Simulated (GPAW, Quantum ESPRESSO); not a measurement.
A GPAW input for a self-consistent single point of Rh (Fm-3m, 1 atom in the cell) (DFT LDA (Perdew-Wang 92), plane waves, GPAW PAW datasets LDA (gpaw-data 1.0.1)):

```python
from ase import Atoms
from ase.units import GPa
from gpaw import GPAW, PW

atoms = Atoms(['Rh'],
              cell=[[0.000000, 1.883955, 1.883955],
                    [1.883955, 0.000000, 1.883955],
                    [1.883955, 1.883955, 0.000000]],
              scaled_positions=[[0.000000, 0.000000, 0.000000]],
              pbc=True)

calc = GPAW(mode=PW(600),
            xc='LDA',
            kpts=(15, 15, 15),
            occupations={'name': 'methfessel-paxton', 'width': 0.1, 'order': 0},
            nbands=-5,
            convergence={'density': 1e-05, 'energy': 1e-05},
            symmetry={'symmorphic': False, 'tolerance': 0.0005},
            maxiter=120)

atoms.calc = calc

energy = atoms.get_potential_energy()
print('Energy (eV):', round(energy, 6))
forces = atoms.get_forces()
print('Forces (eV/Ang):')
print(forces.round(5))
stress = atoms.get_stress()
print('Stress (GPa, Voigt):', (stress / GPa).round(4))
```

Problem. Translate this input to Quantum ESPRESSO.

Solution. This is the input that was run; spellings and numerical settings could be chosen otherwise.

```fortran
&control
   calculation = 'scf'
   prefix = 'run'
   outdir = './tmp'
   pseudo_dir = './'
   verbosity = 'high'
   tprnfor = .true.
   tstress = .true.
/
&system
   ibrav = 2
   A = 3.76791000
   nat = 1
   ntyp = 1
   ecutwfc = 40
   ecutrho = 320
   occupations = 'smearing'
   smearing = 'gaussian'
   degauss = 0.0073499
/
&electrons
   conv_thr = 1e-10
   mixing_beta = 0.4
/
ATOMIC_SPECIES
Rh   102.9055  rh_lda_v1.4.uspp.F.UPF
ATOMIC_POSITIONS angstrom
Rh    0.00000000    0.00000000    0.00000000
K_POINTS automatic
15 15 15  0 0 0
```

Basis settings and potentials, where a program has them, do not carry over. This input uses DFT, LDA (PZ), plane waves, GBRV 1.5 ultrasoft (LDA) pseudopotentials. LDA parametrisations can differ slightly between programs. Both were run: pressure -2.00 GPa in GPAW and -4.65 in Quantum ESPRESSO.

On GPAW: the starting cell comes from a database of computed structures (which also holds hypothetical and non-ambient phases and stackings), without a prior relaxation at this level. Its lattice was rescaled by a random factor within 2.5 % of one. Spin polarisation is off.

On Quantum ESPRESSO: the starting cell comes from a database of computed structures (which also holds hypothetical and non-ambient phases and stackings), without a prior relaxation at this level. Its lattice was rescaled by a random factor within 2.5 % of one. Spin polarisation is off. With a pressure of about -5 GPa the cell is away from its equilibrium volume at this level.
